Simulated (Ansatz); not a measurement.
Defect: interstitial Cu in anatase TiO2, charge state +1. Level of theory: PBE, PAW (plane waves to 420 eV; Ansatz, a quantum-chemistry and plane-wave program).

108-site cell at the relaxed PBE lattice, the Γ point alone, smearing 0.01 eV, spin-restricted, no finite-size correction. Static, classical nuclei. The charge state is imposed; whether it is stable for some Fermi level was not computed. Sites that were not tried may lie lower.

Barriers: single points on a 2×2×2 k-point mesh shifted by half a step at the bands' geometries (they differ from the bands' own by up to 0.07 eV, and are uncertain by about as much).

Relaxed starting cell (atoms counted from 1):

```
CELL_PARAMETERS angstrom
     11.39627     0.00000     0.00000
      0.00000    11.39627     0.00000
      0.00000     0.00000     9.70070
ATOMIC_POSITIONS crystal
  Ti 0.99954 0.16588 0.25289
  Ti 0.99815 0.49980 0.25241
  Ti 0.99964 0.83378 0.25289
  Ti 0.33354 0.16585 0.25291
  Ti 0.33503 0.49983 0.25242
  Ti 0.33362 0.83378 0.25293
  Ti 0.66656 0.16620 0.24964
  Ti 0.66660 0.49980 0.24958
  Ti 0.66662 0.83344 0.24963
  Ti 0.99953 0.99971 0.99966
  Ti 0.99366 0.32683 0.00022
  Ti 0.99374 0.67261 0.00024
  Ti 0.33350 0.99973 0.99965
  Ti 0.33948 0.32686 0.00029
  Ti 0.33952 0.67266 0.00022
  Ti 0.66653 0.99990 0.00019
  Ti 0.66655 0.33288 0.00060
  Ti 0.66662 0.66686 0.00061
  O  0.99693 0.16507 0.04330
  O  0.99310 0.49977 0.04220
  O  0.99695 0.83446 0.04336
  O  0.33616 0.16506 0.04332
  O  0.33995 0.49977 0.04222
  O  0.33621 0.83445 0.04332
  O  0.66653 0.16618 0.04348
  O  0.66659 0.49980 0.04213
  O  0.66657 0.83345 0.04348
  O  0.16657 0.16652 0.29349
  O  0.16656 0.49974 0.29415
  O  0.16656 0.83293 0.29348
  O  0.50018 0.16648 0.29333
  O  0.50041 0.49980 0.29314
  O  0.50020 0.83318 0.29330
  O  0.83294 0.16651 0.29332
  O  0.83271 0.49976 0.29317
  O  0.83295 0.83319 0.29334
  O  0.00104 0.99979 0.20828
  O  0.00052 0.33279 0.20647
  O  0.00048 0.66674 0.20649
  O  0.33214 0.99978 0.20828
  O  0.33267 0.33278 0.20649
  O  0.33270 0.66674 0.20649
  O  0.66659 0.99982 0.20762
  O  0.66657 0.33331 0.20678
  O  0.66663 0.66630 0.20677
  O  0.99970 0.16627 0.45741
  O  0.99938 0.49972 0.45742
  O  0.99971 0.83321 0.45745
  O  0.33343 0.16629 0.45742
  O  0.33375 0.49970 0.45741
  O  0.33345 0.83320 0.45740
  O  0.66656 0.16637 0.45774
  O  0.66656 0.49975 0.45746
  O  0.66657 0.83312 0.45775
  Ti 0.16657 0.99966 0.75073
  Ti 0.16663 0.33113 0.74787
  Ti 0.16660 0.66813 0.74779
  Ti 0.50023 0.99977 0.75072
  Ti 0.50046 0.33281 0.74743
  Ti 0.50047 0.66670 0.74743
  Ti 0.83293 0.99978 0.75068
  Ti 0.83271 0.33286 0.74748
  Ti 0.83272 0.66675 0.74748
  Ti 0.16652 0.16561 0.49936
  Ti 0.16648 0.49963 0.50013
  Ti 0.16651 0.83373 0.49942
  Ti 0.50074 0.16557 0.50018
  Ti 0.50052 0.49979 0.50083
  Ti 0.50074 0.83401 0.50021
  Ti 0.83230 0.16559 0.50022
  Ti 0.83244 0.49977 0.50086
  Ti 0.83232 0.83397 0.50019
  O  0.16665 0.99971 0.54287
  O  0.16661 0.33250 0.54288
  O  0.16664 0.66688 0.54286
  O  0.49998 0.99978 0.54259
  O  0.50007 0.33294 0.54294
  O  0.50001 0.66661 0.54293
  O  0.83322 0.99978 0.54261
  O  0.83312 0.33295 0.54293
  O  0.83316 0.66662 0.54294
  O  0.00003 0.99968 0.79357
  O  0.99958 0.33346 0.79389
  O  0.99959 0.66585 0.79386
  O  0.33302 0.99969 0.79357
  O  0.33351 0.33345 0.79386
  O  0.33351 0.66579 0.79389
  O  0.66653 0.99971 0.79268
  O  0.66653 0.33412 0.79211
  O  0.66654 0.66527 0.79205
  O  0.16647 0.16583 0.70717
  O  0.16649 0.49966 0.70612
  O  0.16651 0.83353 0.70716
  O  0.49988 0.16613 0.70701
  O  0.49966 0.49974 0.70689
  O  0.49979 0.83336 0.70701
  O  0.83313 0.16615 0.70700
  O  0.83339 0.49974 0.70690
  O  0.83321 0.83337 0.70703
  O  0.16654 0.99974 0.95820
  O  0.16656 0.32638 0.95822
  O  0.16655 0.67329 0.95819
  O  0.50019 0.99981 0.95684
  O  0.50121 0.33020 0.95705
  O  0.50124 0.66938 0.95706
  O  0.83288 0.99982 0.95686
  O  0.83188 0.33021 0.95704
  O  0.83190 0.66940 0.95703
  Cu 0.16653 0.49988 0.99881
```
Cell charge +1.

End state 1 differs by these moves (Å; atoms that move under 0.08 Å are left out):

```json
[
 {"atom": "2", "element": "Ti", "Δx": "-0.05", "Δy": "-0.07", "Δz": "-0.02"},
 {"atom": "3", "element": "Ti", "Δx": "-0.07", "Δy": "0.06", "Δz": "-0.03"},
 {"atom": "5", "element": "Ti", "Δx": "0.05", "Δy": "-0.07", "Δz": "-0.02"},
 {"atom": "6", "element": "Ti", "Δx": "0.07", "Δy": "0.06", "Δz": "-0.03"},
 {"atom": "11", "element": "Ti", "Δx": "0.07", "Δy": "0.06", "Δz": "-0.03"},
 {"atom": "12", "element": "Ti", "Δx": "0.05", "Δy": "-0.07", "Δz": "-0.02"},
 {"atom": "14", "element": "Ti", "Δx": "-0.07", "Δy": "0.06", "Δz": "-0.03"},
 {"atom": "15", "element": "Ti", "Δx": "-0.05", "Δy": "-0.07", "Δz": "-0.02"},
 {"atom": "20", "element": "O", "Δx": "0.08", "Δy": "0.00", "Δz": "0.01"},
 {"atom": "23", "element": "O", "Δx": "-0.08", "Δy": "0.00", "Δz": "0.01"},
 {"atom": "30", "element": "O", "Δx": "0.00", "Δy": "0.08", "Δz": "-0.01"},
 {"atom": "39", "element": "O", "Δx": "-0.08", "Δy": "0.00", "Δz": "0.02"},
 {"atom": "42", "element": "O", "Δx": "0.08", "Δy": "0.00", "Δz": "0.02"},
 {"atom": "101", "element": "O", "Δx": "0.00", "Δy": "0.08", "Δz": "-0.01"},
 {"atom": "102", "element": "O", "Δx": "0.00", "Δy": "-0.08", "Δz": "-0.02"},
 {"atom": "109", "element": "Cu", "Δx": "0.00", "Δy": "1.90", "Δz": "2.42"}
]
```

Problem. Give the forward and backward barriers to end state 1 at the level PBE, PAW.

Solution. forward 0.54 eV, backward 0.54 eV; at the saddle point atom 109 has neighbours 2 O at 1.92, 4 O at 2.29 Å. The saddle point's order was not checked, and it lies on a symmetry element of the cell, where a band can be held.
